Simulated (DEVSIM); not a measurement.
Structure: Si p-i-n diode, at 300 K.

| layer (left to right) | material | thickness (μm) | Nd (cm⁻³) | Na (cm⁻³) | τn (s) | τp (s) |
|---|---|---|---|---|---|---|
| 1 | Si | 0.150 | - | 2.3e18 | 0.00091 | 0.00091 |
| 2 | Si | 2.10 | 1.4e13 | - | 0.00091 | 0.00091 |
| 3 | Si | 0.210 | 1.6e18 | - | 0.00091 | 0.00091 |

Left contact: ohmic. Right contact: ohmic. Voltage is applied to the left contact. Recombination: SRH at mid-gap, radiative. Mobility is μmin + (μ − μmin)/(1 + (N/Nref)^α).

This is a model device: material constants are rounded textbook-type values typed into the input, and sizes, dopings and lifetimes were drawn at random. Values at 300 K.

| parameter | Si |
|---|---|
| gap (eV) | 1.124 |
| affinity (eV) | 4.05 |
| permittivity | 11.7 |
| Nc (cm⁻³) | 2.86e19 |
| Nv (cm⁻³) | 3.1e19 |
| μn (cm²/Vs) | 1417 |
| μp (cm²/Vs) | 470 |
| μn,min | 52 |
| μp,min | 45 |
| Nref,n | 9.7e16 |
| Nref,p | 2.2e17 |
| αn | 0.68 |
| αp | 0.72 |
| B (cm³/s) | 4.7e-15 |

Simulated with DEVSIM: 1D drift-diffusion, Boltzmann statistics, complete ionisation; no tunnelling, impact ionisation, image-force lowering or self-heating.

The doping Nd of layer 3 was swept, all else fixed.

```csv
doping Nd of layer 3 (cm^-3),dark forward voltage at 1 A/cm² (V),dark forward voltage at 100 A/cm² (V),potential step across the device at zero bias (V)
4.8e16,0.583,0.725,0.892
1.6e17,0.618,0.748,0.923
4.8e17,0.650,0.774,0.951
1.6e18,0.675,0.796,0.982
4.8e18,0.685,0.805,1.011
```

From the first row to the last the dark forward voltage at 1 A/cm² goes from 0.583 to 0.685. From the first row to the last the dark forward voltage at 100 A/cm² goes from 0.725 to 0.805.
